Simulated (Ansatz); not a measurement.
The starting structures come from a database of crystals and need not be the phases stable at ambient conditions.

 Where the default PAW files enter, the runs use the earlier of Ansatz's two default sets.

Inside the gap of an insulator the Bloch states are evanescent, with a wavenumber k + iκ along the transport direction.

Given:

```
CELL_PARAMETERS angstrom
      5.54515     0.00000     0.00000
     -1.49550     5.33968     0.00000
      0.64335     0.84830     4.83806
ATOMIC_POSITIONS crystal
  In 0.69298 0.30702 0.00000
  In 0.30702 0.69298 0.00000
  Ge 0.23410 0.23410 0.59284
  Ge 0.76590 0.76590 0.40716
  O  0.59464 0.92576 0.21167
  O  0.40536 0.07424 0.78833
  O  0.07424 0.40536 0.78833
  O  0.92576 0.59464 0.21167
  O  0.00000 0.00000 0.50000
  O  0.59027 0.59027 0.72653
  O  0.40973 0.40973 0.27347
```

Space group of this cell: C2/m. The cell is taken as given; by r2SCAN its mean pressure is -0.8 GPa.

Transport runs along the normal of the first two printed cell vectors.

The gap is the functional's own, uncorrected, and κ follows it; spin-orbit coupling is left out. Mid-gap values are interpolated between the computed energies.

Q: Compute, with r2SCAN in Ansatz (a quantum-chemistry and plane-wave program), the band gap and the smallest decay constant κ at mid-gap.

A: Gap 2.71 eV on a 6×6×6 mesh; κ = 0.236 1/Å, at the zone centre.
